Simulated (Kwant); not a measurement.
Device: six-terminal Hall bar in a GaN two-dimensional gas. Effective mass 0.22 mₑ, grid spacing 3.8 nm, hard walls, nominal width 100 nm (27 grid rows, so walls 106.4 nm apart), one parabolic valley, scattering region 260 nm long along x; energies count from the band bottom; Fermi energy 0.0082 eV. Four side probes 50 nm wide, two on each edge; current runs along x; the sign of the Hall resistance is a convention. Perpendicular field swept from 0.64929 to 13.246 T, also in the leads; orbital effect alone.

Constants are typed, rounded textbook-type inputs, not results; the design itself was drawn at random and stands for no fabricated device.

Kwant, effective-mass tight-binding model on a square grid, one spin, coherent transport at 0 K. Resistances are in h/e².

**Question.** How many Landau levels lie under the Fermi energy, and what Hall resistance follows, at 8.20 meV and 1.29 T; 8.20 meV and 5.56 T; 8.20 meV and 7.69 T; 8.20 meV and 8.76 T?

**Answer.** ħωc = ħeB/m = 0.526 meV a tesla; levels lie at (n + ½)ħωc. E/ħωc = 12.08 gives 12 levels and h/(12e²) = 0.083; simulated 0.081, off the plateau. E/ħωc = 2.80 gives 3 levels and h/(3e²) = 0.333; simulated 0.333. E/ħωc = 2.03 gives 2 levels and h/(2e²) = 0.500; simulated 0.500. E/ħωc = 1.78 gives 2 levels and h/(2e²) = 0.500; simulated 0.500. The count is that of a wide sample; where the walls of bar or probes squeeze the orbits, it misses.
